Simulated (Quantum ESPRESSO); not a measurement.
**Pressure against volume in hcp Zn (space group 194) (Quantum ESPRESSO, PBEsol)**

```
Zn
1.0
    2.58277     0.00000     0.00000
   -1.29138     2.23674     0.00000
    0.00000     0.00000     4.80628
Zn
2
Direct
  0.66667   0.33333   0.75000
  0.33333   0.66667   0.25000
```

Method: PBEsol, GBRV 1.5 ultrasoft (PBESOL) pseudopotentials (plane waves; Quantum ESPRESSO). Settings: ecutwfc = 65 Ry; ecutrho = 325 Ry; occupations = smearing; smearing = fermi-dirac; degauss = 0.0036749 Ry; potentials = {Zn: zn_pbesol_v1.uspp.F.UPF}; K_POINTS = automatic 25 25 12 0 0 0; conv_thr = 1e-10 Ry; mixing_beta = 0.3. The cell above is the first row's. The rows scale it uniformly. In all rows fractional positions and the k mesh are held.

```
V (Å^3/atom)  P (GPa)
------------  -------
13.883              ?
14.185           0.01
14.487          -1.86
14.788          -3.50
15.090          -4.95
15.392          -6.23
15.694          -7.33
15.996          -8.27
16.297          -9.07
```

Taking a cubic for P over the 8 complete rows: With u = V - 15.2, the rows have u = -1.0150, -0.7130, -0.4120, -0.1100, 0.1920, 0.4940, 0.7960, 1.0970. Least squares gives P = -5.439 - 4.2868·u + 0.9809·u² - 0.0819·u³. Residuals (row less fit): 0.002, -0.006, 0.001, 0.005, -0.004, -0.003, 0.001, -0.001; standard error 0.005 (degrees of freedom: 4). The fitted pressure is zero at V0 = 14.19, where dP/dV = -6.528, so B0 = -V0·dP/dV = 92.6 GPa.

Task: What does the fit predict for P at V = 13.883, and how far is the calculated value from it?

Result: u = -1.3170, so P = -5.439 - 4.2868 × (-1.3170) + 0.9809 × (-1.3170)² - 0.0819 × (-1.3170)³ = 2.095 GPa. The calculation gives 2.15 GPa, 0.055 GPa above the prediction (0.5 % of the range of P in the table). The row lies outside the fitted rows, so this is an extrapolation. From the scatter of the fitted rows alone, a prediction at this place has a standard error of 0.013 GPa, so the miss is 4.4 times that.

Carrying the step between the two nearest rows on in a straight line would have given 1.88, off by 0.27; series whose last step already gives the withheld value aren't shown. The scan was laid around a cell of about the measured size, scaled by a guess for this functional; axis ratios and inner coordinates come from that cell. The runs keep the symmetry of the cell, so they don't test it for distortions. The shape of the cell and the inner coordinates aren't relaxed, so V0 and B0 belong to this uniform scaling; a relaxed crystal lies no higher in energy and is usually softer. Cutoffs and mesh are single choices, not tested for convergence of this quantity. Series with a scatter that would blur these digits, or in which a gap closes, are not shown.

Terms beyond the fitted order, or numerical noise in single rows, can give a miss of this size; the table doesn't tell which.
